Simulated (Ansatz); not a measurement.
The starting structures come from a database of crystals and need not be the phases stable at ambient conditions.

 Where the default PAW files enter, the runs use the earlier of Ansatz's two default sets.

Inside the gap of an insulator the Bloch states are evanescent, with a wavenumber k + iκ along the transport direction.

Input:

```
CELL_PARAMETERS angstrom
      3.30572     0.00000     0.00000
      0.00000     4.96391     0.00000
      0.00000     0.00000     4.88376
ATOMIC_POSITIONS crystal
  Sn 0.50000 0.50000 0.50000
  Sn 0.00000 0.00000 0.00000
  O  0.00000 0.32104 0.29185
  O  0.00000 0.67896 0.70815
  O  0.50000 0.17896 0.79185
  O  0.50000 0.82104 0.20815
```

Space group of this cell: Pnnm. The cell is strained (all lengths scaled by 1.02); by r2SCAN its mean pressure is -17.2 GPa.

Transport runs along the normal of the first two printed cell vectors.

The gap is the functional's own, uncorrected, and κ follows it; spin-orbit coupling is left out. Mid-gap values are interpolated between the computed energies.

Problem. Compute, with r2SCAN (Ansatz, a first-principles code), the band gap and the smallest decay constant κ at mid-gap.

Solution. Gap 0.83 eV on a 10×6×6 mesh; κ = 0.129 1/Å, at the zone centre.
